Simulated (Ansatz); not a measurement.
Consider the energy of one form of CsPbBr3 over another. The value is E(A) − E(B), in meV per atom.

A: CsPbBr3 (Pnma), 20 atoms in the cell, k-point mesh 4×4×3 on the run's own vectors.
```
CsPbBr3
1.0
    0.00000     0.00000     8.26692
    8.52934     0.00000     0.00000
    0.00000    11.89390     0.00000
Pb Cs Br
4 4 12
Direct
  0.00000   0.00000   0.50000
  0.50000   0.50000   0.50000
  0.50000   0.50000   0.00000
  0.00000   0.00000   0.00000
  0.01653   0.55759   0.25000
  0.51653   0.94241   0.75000
  0.48347   0.05759   0.25000
  0.98347   0.44241   0.75000
  0.20473   0.29280   0.46138
  0.70473   0.20720   0.53862
  0.29527   0.79280   0.03862
  0.79527   0.70720   0.96138
  0.79527   0.70720   0.53862
  0.29527   0.79280   0.46138
  0.70473   0.20720   0.96138
  0.20473   0.29280   0.03862
  0.07513   0.01472   0.75000
  0.57513   0.48528   0.25000
  0.42487   0.51472   0.75000
  0.92487   0.98528   0.25000
```

B: CsPbBr3 (cubic perovskite, Pm-3m), 5 atoms in the cell, k-point mesh 6×6×6 on the run's own vectors.
```
CELL_PARAMETERS angstrom
      6.00160     0.00000     0.00000
      0.00000     6.00160     0.00000
      0.00000     0.00000     6.00160
ATOMIC_POSITIONS crystal
  Cs 0.00000 0.00000 0.00000
  Pb 0.50000 0.50000 0.50000
  Br 0.50000 0.50000 0.00000
  Br 0.00000 0.50000 0.50000
  Br 0.50000 0.00000 0.50000
```

Plane-wave PAW calculations with Ansatz (a program for electronic structure), its default PAW set, cutoff 420 eV. The structures are at rest with PBE; other levels are single points on them. HSE06 runs on coarser k-point meshes, mended by the PBE difference between the two meshes. Neutral cells; Fermi-Dirac smearing of at most 0.05 eV in the solids, energies taken to zero width. The lattices are those relaxed with PBE, so at other levels the solids can be strained, which adds to the spread. Larger cells are relaxed from a start prepared with the learned potential CHGNet, on a coarser mesh till forces fall under 0.03 eV/Å, which some starts already meet. A dispersion term (D3(BJ), or D4 for r2SCAN) was computed beside these levels and is taken off wherever the name lacks it. Nuclei at rest; no vibrational terms. No structure search was made; lower ones may exist. Spin-orbit coupling is left out.

**Question.** What is the computed value (HSE06)?

**Answer.** -16 meV/atom for A less B, so CsPbBr3 (Pnma) (A) lies lower.

**Question.** List the value at the remaining levels and say how far they part.

**Answer.** 
```tsv
Method	value (meV/atom)	less HSE06
PBE	-17	-1
```

The levels span only 1 meV/atom, too little to tell them apart.
